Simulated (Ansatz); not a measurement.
CdCO₃ (R-3c, No. 167) was calculated with PBE0 (Ansatz, a program for electronic structure, plane waves, PAW).

Numerical settings: plane-wave cutoff 500 eV, 6×6×6 k mesh, gaussian smearing 0.02 eV, scalar-relativistic PAW data made under PBE.

Cell (relaxed with r²SCAN):

CdCO3 is taken in the trigonal space group R-3c, hexagonal axes (No. 167), Pearson symbol hR10. Cell: a = b = 4.9434 Å, c = 16.2977 Å, α = β = 90.00°, γ = 120.00°. Cd on 6b sees 6 O at 2.299 Å (octahedral). C on 6a is coordinated by 3 O at 1.286 Å (trigonal planar). O on 18e sees 1 C at 1.286 Å and 2 Cd at 2.299 Å (trigonal planar). (Neighbours: up to the widest gap in distance over summed covalent radii, below 1.35, at either atom; cation-cation and far metal-metal contacts left out.)
(The calculation used a cell of 10 atoms; values per cell refer to that cell.)

Problem. Give the computed band gap.

Solution. 
* **band gap**: 5.50 eV (on the SCF k mesh)

Note: cell and atoms aren't relaxed at this level (largest force component 0.48 eV/Å, pressure -0.6 GPa).

Spin–orbit coupling is not included.

Computed values are for the static lattice.

Computing time: roughly 9 core-minutes.
